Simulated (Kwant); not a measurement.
Device: quantum point contact (saddle potential) in a ZnO two-dimensional gas. Effective mass 0.3 mₑ, grid spacing 15 nm, hard walls, nominal width 300 nm (19 grid rows, so walls 300 nm apart), one parabolic valley, scattering region 900 nm long along x; energies count from the band bottom; Fermi energy 0.000107 eV. Potential (V0 + ½k y²) cos²(πx/L) for |x| < L/2, with V0 swept from 0.00011235 to 0 eV, k = 5.1e-08 eV/nm², L = 710 nm.

Constants are typed, rounded textbook-type inputs, not results; the design itself was drawn at random and stands for no fabricated device.

Kwant, effective-mass tight-binding model on a square grid, one spin, coherent transport at 0 K. Conductance is in e²/h.

Q: Compare with the saddle-point formula G = Σ 1/(1 + exp(−2π(E − V0 − ħωy(n + ½))/ħωx)), taking ħωy = ħ√(k/m) and ħωx from the curvature along x of V0 plus half of the mode's confinement energy.

A: ħωy = 0.114 meV; at V0 = 0.0912 meV the lowest mode has ħωx = 0.0345 meV.

```csv
V0 (meV),formula,simulation
0.106,6.9e-5,4.9e-5
0.0912,0.00056,0.00047
0.0765,0.0058,0.0056
0.0619,0.078,0.082
0.0472,0.66,0.69
0.0326,0.99,0.99
```

The formula takes a parabolic saddle in the continuum; the run has the full potential on a grid.
